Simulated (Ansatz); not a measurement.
A set of related cells and their Bader charge of Si.

Cell A: a supercell of 80 sites of Al2O3 (corundum, R-3c) with Si on an Al site (3 O at 1.77 Å); an odd number of electrons; spin state with PBE: net moment 1.0 μB a cell, k-point mesh 3×3×3.
```yaml
crystal:
  lattice:
    - [10.36226, -0.00087, -0.00059]
    - [5.89985, 8.51870, -0.00059]
    - [5.89985, 3.09025, 7.93843]
  atoms:
    - { symbol: Al, position: [0.07368, 0.07368, 0.07368] }
    - { symbol: Si, position: [0.43461, 0.43461, 0.43461] }
    - { symbol: Al, position: [0.17607, 0.17607, 0.17607] }
    - { symbol: Al, position: [0.32760, 0.32760, 0.32760] }
    - { symbol: O, position: [0.47219, 0.27649, 0.12511] }
    - { symbol: O, position: [0.02829, 0.22146, 0.37478] }
    - { symbol: O, position: [0.12511, 0.47219, 0.27649] }
    - { symbol: O, position: [0.37478, 0.02829, 0.22146] }
    - { symbol: O, position: [0.27649, 0.12511, 0.47219] }
    - { symbol: O, position: [0.22146, 0.37478, 0.02829] }
    - { symbol: Al, position: [0.07484, 0.07405, 0.57336] }
    - { symbol: Al, position: [0.42603, 0.42654, 0.92813] }
    - { symbol: Al, position: [0.17353, 0.17505, 0.67729] }
    - { symbol: Al, position: [0.32158, 0.32574, 0.82829] }
    - { symbol: O, position: [0.47228, 0.28480, 0.62402] }
    - { symbol: O, position: [0.02613, 0.22164, 0.87667] }
    - { symbol: O, position: [0.12508, 0.47190, 0.77768] }
    - { symbol: O, position: [0.37454, 0.03050, 0.72108] }
    - { symbol: O, position: [0.27804, 0.12584, 0.97147] }
    - { symbol: O, position: [0.20511, 0.37479, 0.53308] }
    - { symbol: Al, position: [0.07405, 0.57336, 0.07484] }
    - { symbol: Al, position: [0.42654, 0.92813, 0.42603] }
    - { symbol: Al, position: [0.17505, 0.67729, 0.17353] }
    - { symbol: Al, position: [0.32574, 0.82829, 0.32158] }
    - { symbol: O, position: [0.47190, 0.77768, 0.12508] }
    - { symbol: O, position: [0.03050, 0.72108, 0.37454] }
    - { symbol: O, position: [0.12584, 0.97147, 0.27804] }
    - { symbol: O, position: [0.37479, 0.53308, 0.20511] }
    - { symbol: O, position: [0.28480, 0.62402, 0.47228] }
    - { symbol: O, position: [0.22164, 0.87667, 0.02613] }
    - { symbol: Al, position: [0.07182, 0.56996, 0.57532] }
    - { symbol: Al, position: [0.42544, 0.92737, 0.92479] }
    - { symbol: Al, position: [0.17448, 0.67731, 0.67878] }
    - { symbol: Al, position: [0.32376, 0.82454, 0.82307] }
    - { symbol: O, position: [0.47269, 0.77888, 0.62406] }
    - { symbol: O, position: [0.02600, 0.72132, 0.87642] }
    - { symbol: O, position: [0.12462, 0.97145, 0.77840] }
    - { symbol: O, position: [0.37460, 0.52879, 0.72211] }
    - { symbol: O, position: [0.27568, 0.62764, 0.96736] }
    - { symbol: O, position: [0.22206, 0.87484, 0.52812] }
    - { symbol: Al, position: [0.57336, 0.07484, 0.07405] }
    - { symbol: Al, position: [0.92813, 0.42603, 0.42654] }
    - { symbol: Al, position: [0.67729, 0.17353, 0.17505] }
    - { symbol: Al, position: [0.82829, 0.32158, 0.32574] }
    - { symbol: O, position: [0.97147, 0.27804, 0.12584] }
    - { symbol: O, position: [0.53308, 0.20511, 0.37479] }
    - { symbol: O, position: [0.62402, 0.47228, 0.28480] }
    - { symbol: O, position: [0.87667, 0.02613, 0.22164] }
    - { symbol: O, position: [0.77768, 0.12508, 0.47190] }
    - { symbol: O, position: [0.72108, 0.37454, 0.03050] }
    - { symbol: Al, position: [0.57532, 0.07182, 0.56996] }
    - { symbol: Al, position: [0.92479, 0.42544, 0.92737] }
    - { symbol: Al, position: [0.67878, 0.17448, 0.67731] }
    - { symbol: Al, position: [0.82307, 0.32376, 0.82454] }
    - { symbol: O, position: [0.96736, 0.27568, 0.62764] }
    - { symbol: O, position: [0.52812, 0.22206, 0.87484] }
    - { symbol: O, position: [0.62406, 0.47269, 0.77888] }
    - { symbol: O, position: [0.87642, 0.02600, 0.72132] }
    - { symbol: O, position: [0.77840, 0.12462, 0.97145] }
    - { symbol: O, position: [0.72211, 0.37460, 0.52879] }
    - { symbol: Al, position: [0.56996, 0.57532, 0.07182] }
    - { symbol: Al, position: [0.92737, 0.92479, 0.42544] }
    - { symbol: Al, position: [0.67731, 0.67878, 0.17448] }
    - { symbol: Al, position: [0.82454, 0.82307, 0.32376] }
    - { symbol: O, position: [0.97145, 0.77840, 0.12462] }
    - { symbol: O, position: [0.52879, 0.72211, 0.37460] }
    - { symbol: O, position: [0.62764, 0.96736, 0.27568] }
    - { symbol: O, position: [0.87484, 0.52812, 0.22206] }
    - { symbol: O, position: [0.77888, 0.62406, 0.47269] }
    - { symbol: O, position: [0.72132, 0.87642, 0.02600] }
    - { symbol: Al, position: [0.57437, 0.57437, 0.57437] }
    - { symbol: Al, position: [0.92581, 0.92581, 0.92581] }
    - { symbol: Al, position: [0.67603, 0.67603, 0.67603] }
    - { symbol: Al, position: [0.82337, 0.82337, 0.82337] }
    - { symbol: O, position: [0.97411, 0.77596, 0.62427] }
    - { symbol: O, position: [0.52804, 0.72479, 0.87220] }
    - { symbol: O, position: [0.62427, 0.97411, 0.77596] }
    - { symbol: O, position: [0.87220, 0.52804, 0.72479] }
    - { symbol: O, position: [0.77596, 0.62427, 0.97411] }
    - { symbol: O, position: [0.72479, 0.87220, 0.52804] }
```

Cell B: a supercell of 80 sites of Al2O3 (corundum, R-3c) with Si off the lattice sites (3 O at 1.86–1.95 Å and 2 Al at 2.18–2.28 Å); spin state with PBE: run without spin, k-point mesh 3×3×3.
```
CELL_PARAMETERS angstrom
     10.36226    -0.00087    -0.00059
      5.89985     8.51870    -0.00059
      5.89985     3.09025     7.93843
ATOMIC_POSITIONS crystal
  Al 0.04579 0.08335 0.12389
  Al 0.42635 0.42761 0.42474
  Al 0.18067 0.18021 0.17832
  Al 0.32794 0.32979 0.31443
  O  0.46443 0.28291 0.12468
  O  0.02726 0.22122 0.37409
  O  0.12805 0.46649 0.27835
  O  0.37339 0.02614 0.22493
  O  0.28618 0.13333 0.45449
  O  0.21890 0.37586 0.02753
  Al 0.07150 0.07539 0.57543
  Al 0.42514 0.42414 0.92370
  Al 0.20408 0.17979 0.64441
  Al 0.32117 0.32186 0.82485
  O  0.47065 0.28069 0.62473
  O  0.03289 0.23985 0.82647
  O  0.12349 0.46959 0.77921
  O  0.38512 0.03327 0.71965
  O  0.27450 0.12373 0.98215
  O  0.22615 0.38291 0.51671
  Al 0.07198 0.57162 0.07510
  Al 0.42609 0.92672 0.42579
  Al 0.17371 0.66630 0.18077
  Al 0.32361 0.82206 0.32673
  O  0.46737 0.77897 0.12500
  O  0.02868 0.72337 0.37605
  O  0.11760 0.96920 0.29555
  O  0.37739 0.52838 0.21720
  O  0.27661 0.62582 0.47334
  O  0.24893 0.84225 0.01185
  Al 0.07618 0.57328 0.57347
  Al 0.42229 0.93116 0.92476
  Al 0.17430 0.67706 0.67960
  Al 0.34882 0.80026 0.81775
  O  0.48163 0.77377 0.61741
  O  0.02390 0.72298 0.87958
  O  0.17488 0.97593 0.74416
  O  0.37340 0.52854 0.72088
  O  0.27690 0.61850 0.96831
  O  0.22190 0.87547 0.53154
  Al 0.56464 0.07930 0.07669
  Al 0.92644 0.42756 0.42200
  Al 0.67082 0.17923 0.17680
  Al 0.81928 0.32580 0.32911
  O  0.96469 0.28802 0.12653
  O  0.52602 0.22554 0.37498
  O  0.62325 0.47274 0.27788
  O  0.84487 0.03225 0.25935
  O  0.77678 0.12420 0.48021
  O  0.72779 0.37326 0.02456
  Al 0.57762 0.07633 0.57266
  Al 0.92250 0.42963 0.92128
  Al 0.67481 0.17545 0.68039
  Al 0.82353 0.32548 0.81092
  O  0.97069 0.27607 0.61470
  O  0.52144 0.22335 0.87632
  O  0.62311 0.47254 0.77545
  O  0.87471 0.02641 0.72871
  O  0.74755 0.14487 0.97322
  O  0.71887 0.37511 0.52887
  Al 0.57476 0.57447 0.07066
  Al 0.91671 0.91902 0.44442
  Al 0.67310 0.67424 0.17798
  Al 0.81864 0.82356 0.33274
  O  0.96166 0.75330 0.15179
  O  0.52651 0.72129 0.37491
  O  0.62326 0.97216 0.27893
  O  0.87199 0.52552 0.22445
  O  0.77936 0.62139 0.47478
  O  0.71380 0.87560 0.03466
  Al 0.57388 0.57316 0.57267
  Al 0.90337 0.92292 0.95010
  Al 0.68310 0.67075 0.67364
  Al 0.82187 0.82400 0.82797
  O  0.97161 0.77520 0.63217
  O  0.54070 0.71418 0.86827
  O  0.62513 0.97248 0.78273
  O  0.87645 0.53156 0.71756
  O  0.77659 0.62574 0.97327
  O  0.71938 0.86903 0.54031
  Si 0.05490 0.01498 0.95432
```

Cell C: a supercell of 80 sites of Al2O3 (corundum, R-3c) with Si on an O site (4 Al at 2.15–2.30 Å); spin state with PBE: run without spin, k-point mesh 3×3×3.
```yaml
crystal:
  lattice:
    - [10.36226, -0.00087, -0.00059]
    - [5.89985, 8.51870, -0.00059]
    - [5.89985, 3.09025, 7.93843]
  atoms:
    - { symbol: Al, position: [0.07409, 0.07344, 0.07443] }
    - { symbol: Al, position: [0.46406, 0.38577, 0.41755] }
    - { symbol: Al, position: [0.16981, 0.19101, 0.16802] }
    - { symbol: Al, position: [0.31916, 0.32272, 0.32583] }
    - { symbol: O, position: [0.47200, 0.27759, 0.12533] }
    - { symbol: O, position: [0.02719, 0.22758, 0.37256] }
    - { symbol: O, position: [0.12392, 0.47385, 0.27750] }
    - { symbol: O, position: [0.37229, 0.04530, 0.21346] }
    - { symbol: O, position: [0.27781, 0.12500, 0.47219] }
    - { symbol: O, position: [0.22155, 0.38236, 0.02279] }
    - { symbol: Al, position: [0.06938, 0.08097, 0.57397] }
    - { symbol: Al, position: [0.42495, 0.42467, 0.92837] }
    - { symbol: Al, position: [0.17603, 0.16903, 0.68062] }
    - { symbol: Al, position: [0.32020, 0.32971, 0.81630] }
    - { symbol: O, position: [0.47881, 0.26289, 0.62878] }
    - { symbol: O, position: [0.02542, 0.21743, 0.87838] }
    - { symbol: O, position: [0.11273, 0.46175, 0.79517] }
    - { symbol: O, position: [0.37744, 0.02242, 0.72281] }
    - { symbol: O, position: [0.27819, 0.12758, 0.96896] }
    - { symbol: O, position: [0.21855, 0.36114, 0.53162] }
    - { symbol: Al, position: [0.07339, 0.57701, 0.07504] }
    - { symbol: Al, position: [0.42417, 0.92728, 0.43084] }
    - { symbol: Al, position: [0.17880, 0.67372, 0.17908] }
    - { symbol: Al, position: [0.33245, 0.86423, 0.28594] }
    - { symbol: O, position: [0.48466, 0.78795, 0.10687] }
    - { symbol: O, position: [0.04432, 0.71434, 0.38204] }
    - { symbol: O, position: [0.12122, 0.98711, 0.27119] }
    - { symbol: O, position: [0.38184, 0.52008, 0.21366] }
    - { symbol: Si, position: [0.30120, 0.62500, 0.44880] }
    - { symbol: O, position: [0.22446, 0.87240, 0.03090] }
    - { symbol: Al, position: [0.07070, 0.54877, 0.59747] }
    - { symbol: Al, position: [0.42528, 0.92927, 0.92136] }
    - { symbol: Al, position: [0.15253, 0.70123, 0.67930] }
    - { symbol: Al, position: [0.32446, 0.82119, 0.82560] }
    - { symbol: O, position: [0.47250, 0.77615, 0.62608] }
    - { symbol: O, position: [0.02201, 0.72671, 0.88122] }
    - { symbol: O, position: [0.12394, 0.97201, 0.78276] }
    - { symbol: O, position: [0.36796, 0.53566, 0.70568] }
    - { symbol: O, position: [0.27747, 0.62539, 0.96923] }
    - { symbol: O, position: [0.21838, 0.88886, 0.53145] }
    - { symbol: Al, position: [0.57499, 0.07834, 0.07063] }
    - { symbol: Al, position: [0.92440, 0.42881, 0.42554] }
    - { symbol: Al, position: [0.67937, 0.17166, 0.17501] }
    - { symbol: Al, position: [0.82864, 0.32073, 0.32472] }
    - { symbol: O, position: [0.97107, 0.27888, 0.12603] }
    - { symbol: O, position: [0.53654, 0.20470, 0.37771] }
    - { symbol: O, position: [0.64313, 0.46205, 0.26534] }
    - { symbol: O, position: [0.87780, 0.02279, 0.22415] }
    - { symbol: O, position: [0.78104, 0.12242, 0.47181] }
    - { symbol: O, position: [0.72082, 0.37233, 0.02934] }
    - { symbol: Al, position: [0.58198, 0.05899, 0.58019] }
    - { symbol: Al, position: [0.91822, 0.42232, 0.93637] }
    - { symbol: Al, position: [0.67557, 0.17656, 0.67591] }
    - { symbol: Al, position: [0.82216, 0.32282, 0.82447] }
    - { symbol: O, position: [0.96724, 0.27799, 0.62606] }
    - { symbol: O, position: [0.52585, 0.22721, 0.87220] }
    - { symbol: O, position: [0.62163, 0.47130, 0.77695] }
    - { symbol: O, position: [0.87162, 0.03257, 0.72458] }
    - { symbol: O, position: [0.77679, 0.12500, 0.97321] }
    - { symbol: O, position: [0.71910, 0.37760, 0.52554] }
    - { symbol: Al, position: [0.57447, 0.57599, 0.07094] }
    - { symbol: Al, position: [0.93370, 0.92029, 0.42980] }
    - { symbol: Al, position: [0.67906, 0.67401, 0.17553] }
    - { symbol: Al, position: [0.82163, 0.82533, 0.32505] }
    - { symbol: O, position: [0.97305, 0.77870, 0.12837] }
    - { symbol: O, position: [0.53634, 0.72992, 0.36816] }
    - { symbol: O, position: [0.62467, 0.97241, 0.27800] }
    - { symbol: O, position: [0.87639, 0.53024, 0.22124] }
    - { symbol: O, position: [0.78077, 0.62461, 0.47253] }
    - { symbol: O, position: [0.72066, 0.87767, 0.02918] }
    - { symbol: Al, position: [0.57092, 0.57628, 0.57120] }
    - { symbol: Al, position: [0.92553, 0.92718, 0.92784] }
    - { symbol: Al, position: [0.67496, 0.67299, 0.67661] }
    - { symbol: Al, position: [0.81363, 0.82768, 0.83178] }
    - { symbol: O, position: [0.95483, 0.78825, 0.63727] }
    - { symbol: O, position: [0.52876, 0.71976, 0.87361] }
    - { symbol: O, position: [0.62397, 0.97112, 0.77893] }
    - { symbol: O, position: [0.86878, 0.52329, 0.72799] }
    - { symbol: O, position: [0.77818, 0.62500, 0.97182] }
    - { symbol: O, position: [0.72721, 0.86764, 0.52845] }
```

Computed with Ansatz (plane waves, PAW), its default PAW set, cutoff 420 eV. The structures are at rest with PBE, within the held lattices. Neutral cells; Fermi-Dirac smearing of at most 0.05 eV in the solids, energies taken to zero width. Larger cells are relaxed from a start prepared with the learned potential CHGNet, on a coarser mesh till forces fall under 0.03 eV/Å, which some starts already meet. The structures are the rest points that the relaxations reached, not proven lowest. No search over spin orders was made beyond those shown. Values are for these cell sizes. A dispersion term ran beside these levels; it doesn't touch the electrons. Electrons of density maxima off the nuclei are shared among the atoms. Mean over the atoms, with the range where they differ; positive means electrons lost.

Predict the Bader charge of Si (e) of each cell with PBE.


```
system    PBE
------  -----
A        2.42
B        0.37
C       -1.45
```

With PBE the value is lowest for C and highest for A.

Ansatz is a quantum-chemistry and plane-wave program.
